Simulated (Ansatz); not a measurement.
Start from BeS in the zinc blende structure (space group F-43m, No. 216; a = 4.869 Å). Axes: x, y, z lie along the cube axes.

All numbers come from plane-wave PAW DFT at the r2SCAN level (Ansatz, a program for electronic structure, 500 eV), no spin-orbit coupling.

Before the change:

| Property | Result |
|---|---|
| Valence-band top at Γ | 0.00, 0.00, 0.00 eV |
| Band gap | 3.59 eV |
| Smallest direct gap | 6.22 eV |

The change: tensor shear ε_xy = +2.00 % (engineering shear γ = 0.0400); the atoms relax in the strained cell.

Problem. How does this affect the valence-band top at Γ, band gap, smallest direct gap and stress?

Solution. The valence-band top at Γ (three highest levels, from the VBM) becomes 0.00, -0.17, -0.30 eV (base: 0.00, 0.00, 0.00 eV); the band gap falls by 0.21 eV to 3.38 eV; the smallest direct gap shrinks by 0.41 eV (6.22 eV → 5.81 eV); the stress (xx, yy, zz, yz, xz, xy; compression positive) comes out as (0.15, 0.15, -0.02, 0.00, 0.00, -3.50) GPa.

Stability against distortions was not tested.
